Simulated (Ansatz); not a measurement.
Relaxation of the outer planes of the (111) surface of fluorite in its 1x1 cell (cut with top plane F, bottom plane F), outermost plane spacing 0.80 Å in the ideal cut.

Computed with PBE (plane waves to 420 eV, PAW; Ansatz, a first-principles code).

Set-up: 9 atoms, Ca3F6, 8.0 Å thick at the start (thin: gaps and levels are the slab's own); mesh 8x8x1; 0.025 eV smearing; dipole correction on; all atoms relaxed; start symmetry kept, larger cells not searched; no spin, no spin-orbit, no U.

```json
[
 {"plane": "1", "atoms": "F", "bulk spacing to the next (Å)": "0.795", "relaxed spacing (Å)": "___", "change (%)": "___", "rumpling (Å)": "0.00"},
 {"plane": "2", "atoms": "Ca", "bulk spacing to the next (Å)": "0.795", "relaxed spacing (Å)": "0.799", "change (%)": "0.5", "rumpling (Å)": "0.00"}
]
```

Question: What belongs in the gaps?

Answer: 
- 1, relaxed spacing (Å): 0.813
- 1, change (%): 2.2
